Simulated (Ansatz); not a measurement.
Hypothetical diamond Ba: pressure series

The reference is Ba in the diamond structure (space group Fd-3m, No. 227; a hypothetical phase, not in the database extracts checked).

```yaml
crystal:
  lattice:
    - [0.00000, 3.83725, 3.83725]
    - [3.83725, 0.00000, 3.83725]
    - [3.83725, 3.83725, 0.00000]
  atoms:
    - { symbol: Ba, position: [0.25000, 0.25000, 0.25000] }
    - { symbol: Ba, position: [0.00000, 0.00000, 0.00000] }
```

Cell and atoms are relaxed at each pressure.

Computed with DFT with PBE, PAW potentials and a 420 eV plane-wave cutoff in Ansatz (a program for electronic structure), without spin-orbit coupling.

```csv
P (GPa),V (Å³/atom)
0.30,54.730
0.70,52.925
1.50,50.288
3.00,47.050
5.00,44.185
7.50,41.665
9.99,39.774
```

Problem. Fit a third-order Birch–Murnaghan equation of state.

Solution. Least squares on P(V) = (3B₀/2)[(V₀/V)^(7/3) − (V₀/V)^(5/3)]·[1 + (3/4)(B₀′ − 4)((V₀/V)^(2/3) − 1)] gives V₀ = 56.29 Å³/atom, B₀ = 9.2 GPa and B₀′ = 6.8.

Load acts through the strain it causes; cell and atoms are relaxed under it. Whether these cells are dynamically stable was not tested. No other phases were tried under pressure.
